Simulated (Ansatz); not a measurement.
Ga on a cation site across 5 hosts. Computed with PBE, PAW (plane waves to 420 eV; Ansatz, an electronic-structure program). Charged cells are image-corrected; levels hold to tenths of an eV, spin–orbit coupling is left out, only levels at least 0.1 eV inside the gap count, hosts with a level within 0.25 eV of an edge are left out, and each defect is the lowest state found from one start.

| host | site at the start | sites, k-points | gap (eV) | localised charge states | levels above the VBM (eV) |
|---|---|---|---|---|---|
| zinc-blende AlP | the Al site | 64, 2×2×2 shifted | 1.63 | 0 | none; 0 throughout |
| wurtzite ZnO | the Zn site | 192, 2×2×2 shifted | 0.74 | +1 | none; +1 throughout |
| rutile SnO2 | the Sn site | 72, 2×2×2 shifted | 0.68 | −1 | none; −1 throughout |
| corundum | the Al site | 120, 2×2×2 Γ-centred | 5.85 | 0 | none; 0 throughout |
| bixbyite In2O3 | the In(2) site | 80, 2×2×2 Γ-centred | 0.94 | 0 | none; 0 throughout |

No host shows a level in the gap.
